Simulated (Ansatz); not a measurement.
System: ReS (model structure, started from the WC type, P-6m2, No. 187, 2 atoms in the cell). Method: PBE in Ansatz (plane waves, PAW).

Run with plane-wave cutoff 520 eV, 24×24×18 k mesh (along the axes of the cell as run), Fermi–Dirac smearing 0.05 eV, no spin polarisation, scalar-relativistic PAW data made under PBE.

Cell (relaxed at this level):

Space group P-6m2 (No. 187); a = b = 2.984 Å, c = 3.623 Å, α = β = 90.00°, γ = 120.00°

```
atom  site  symmetry       x       y       z
----  ----  --------  ------  ------  ------
Re      1a      -6m2  0.0000  0.0000  0.0000
S       1f      -6m2  0.6667  0.3333  0.5000
```

Problem. Estimate the bulk modulus that the calculation returns.

Solution. 
bulk modulus: 229 GPa

Note: the run has no spin polarisation, so it can have missed a magnetic state; the bulk modulus is −V dP/dV from two relaxed cells at ±2 % in volume; the relaxation could raise the start's symmetry but not lower it, so the cell can be a saddle point.

Spin–orbit coupling is not included; it can open a gap where bands touch, and shift volumes and moduli.

Cost on a shared machine: around 7 core-minutes (rough).

A model structure was made by putting elements into a prototype or built by hand; it is no filed structure, need not be a known phase, and can be a saddle point held by its symmetry.

Ansatz is a quantum-chemistry and plane-wave program.
